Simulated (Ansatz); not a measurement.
The reference is MgO in the wurtzite structure (space group P6_3mc, No. 186; a = 3.303 Å, c = 5.021 Å; a cell from a computed database, its experimental status unchecked). Axes: x lies along a and z along c of the hexagonal cell.

Modification: a pure shear with ε_yz = ε_zy = 0.0388; the atoms relax in the strained cell.

Levels (all Ansatz, a quantum-chemistry and plane-wave program, PAW): PBEsol (420 eV, no spin-orbit coupling); r2SCAN (500 eV, without spin-orbit coupling); HSE06 (420 eV, no spin-orbit coupling).

At the geometry relaxed with PBEsol, these levels gave the following band gaps, in shuffled order: (a) 4.06 eV, (b) 4.99 eV, (c) 3.26 eV.

Q: Match each gap to its level.

A: (a) r2SCAN; (b) HSE06; (c) PBEsol.

Single points use the geometry relaxed with PBEsol. Stability against distortions was not tested. This is not the structure that MgO has at room temperature and ambient pressure.
